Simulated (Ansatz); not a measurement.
## How far to go with the k-point mesh: YCu₅ (P6mm, 6 atoms in the cell)

```
CELL_PARAMETERS angstrom
      4.98769     0.00000     0.00000
     -2.49385     4.31947     0.00000
      0.00000     0.00000     4.02142
ATOMIC_POSITIONS crystal
  Y  0.00000 0.00000 0.01243
  Cu 0.33333 0.66667 0.00000
  Cu 0.66667 0.33333 0.00000
  Cu 0.50000 0.00000 0.50000
  Cu 0.50000 0.50000 0.50000
  Cu 0.00000 0.50000 0.50000
```

Method of the run: LDA (PW92), default PAW files made with PBE (plane waves; Ansatz, a first-principles code).

Base settings: basis.ecutwfc = 420 eV; kpoints.mp_grid.grid = 8 8 8; hamiltonian.xc = lda; hamiltonian.pseudopotentials = {kind: paw} (the program's default PAW files); scf.occupations.method = fermi_dirac; scf.occupations.width = 0.1 eV.

The second cell is the first with its lattice scaled by 0.98.

Only quantities that move along the ladder and can be compared are tabulated.

The count of work is k-points × plane waves × bands × iterations; it is no time. Core times come from one kind of shared machine, to one figure; runs under 30 s give none.

The starting cell comes from a database of computed structures (which also holds hypothetical and non-ambient phases and stackings), without a prior relaxation at this level. Its lattice was rescaled by up to half a per cent. One atom was moved a little off its site on purpose. Spin polarisation is off. In the base run, with a pressure of about -6 GPa the cell is away from its equilibrium volume at this level. Ansatz's pressure includes its estimate of the finite-basis (Pulay) stress.

Steps (kpoints.mp_grid.grid): 2 2 2; 2 2 3; 3 3 3; 3 3 4; 4 4 4; 6 6 6; 7 7 7; 8 8 8; 8 8 9; 10 10 11; 12 12 13; 15 15 16.

Problem. What is the coarsest kpoints.mp_grid.grid that holds the pressure within 0.1 GPa of the last step, with all finer ones?

Solution. 4 4 4, at 0.049 of the last step's count of work; the step before is off by 0.16 GPa.

Problem. What is the coarsest kpoints.mp_grid.grid that holds the forces within 0.01 eV/Å of the last step, with all finer ones?

Solution. 7 7 7, at 0.13 of the last step's count of work; the step before is off by 0.011 eV/Å.

Problem. What is the coarsest kpoints.mp_grid.grid that holds the free energy within 2 meV/atom of the last step, with all finer ones?

Solution. 7 7 7, at 0.13 of the last step's count of work; the step before is off by 4.2 meV/atom.

| kpoints.mp_grid.grid | free energy less the last step's (meV/atom) | energy of the compressed cell less the first (meV/atom) | pressure (GPa) | largest difference of a force vector from the last step's (eV/Å) | count of work / last | core time / last (rough) |
|---|---|---|---|---|---|---|
| 2 2 2 | 5.74 | -15.64 | -6.51 | 0.113 | 0.019 | – |
| 2 2 3 | 133.16 | -7.29 | -5.11 | 0.086 | 0.019 | – |
| 3 3 3 | 41.63 | -9.57 | -5.56 | 0.011 | 0.025 | – |
| 3 3 4 | 26.54 | -12.24 | -6.00 | 0.052 | 0.037 | – |
| 4 4 4 | 8.65 | -12.81 | -6.10 | 0.019 | 0.049 | – |
| 6 6 6 | 4.16 | -12.51 | -6.08 | 0.011 | 0.12 | – |
| 7 7 7 | -0.79 | -13.14 | -6.20 | 0.006 | 0.13 | – |
| 8 8 8 | 0.06 | -12.69 | -6.12 | 0.003 | 0.21 | – |
| 8 8 9 | 0.05 | -12.94 | -6.16 | 0.002 | 0.21 | – |
| 10 10 11 | -0.11 | -12.86 | -6.15 | 0.002 | 0.35 | 0.4 |
| 12 12 13 | 0.02 | -12.91 | -6.15 | 0.001 | 0.55 | 0.5 |
| 15 15 16 | 0.00 | -12.92 | -6.15 | 0.000 | 1.0 | 1 |

The energy difference between the two cells stays within 1 meV/atom of the last step's from 3 3 4 on, the total only from 7 7 7 on: much of the error is common to both cells and cancels.

Keys are those of Ansatz 0.2.
